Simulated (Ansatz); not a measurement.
The reference is Mg$_{2}$Sn (space group Fm-3m, No. 225; relaxed with 0.1 eV smearing).

```
CELL_PARAMETERS angstrom
      0.00000     3.37356     3.37356
      3.37356     0.00000     3.37356
      3.37356     3.37356     0.00000
ATOMIC_POSITIONS crystal
  Mg 0.25000 0.25000 0.25000
  Mg 0.75000 0.75000 0.75000
  Sn 0.00000 0.00000 0.00000
```

Cartesian axes are those of the cell as printed.

The values are results of plane-wave PAW DFT at the PBEsol level (Ansatz, a first-principles code, 420 eV), no spin-orbit coupling, not measurements.

It is then changed as follows: an isotropic linear strain of +1.00 %; the atoms relax in the strained cell.

Predict the stress tensor and what it implies for the stiffness.

Stress of the strained cell less that of the base (GPa, compression positive):
```
   -1.2     0.0     0.0
    0.0    -1.2     0.0
    0.0     0.0    -1.2
```

Then B = −ΔP/(ΔV/V₀) with ΔV/V₀ = 0.0303 gives secant stiffness values (nonlinear terms included at this strain): B ≈ 40 GPa.

Whether these cells are dynamically stable was not tested.
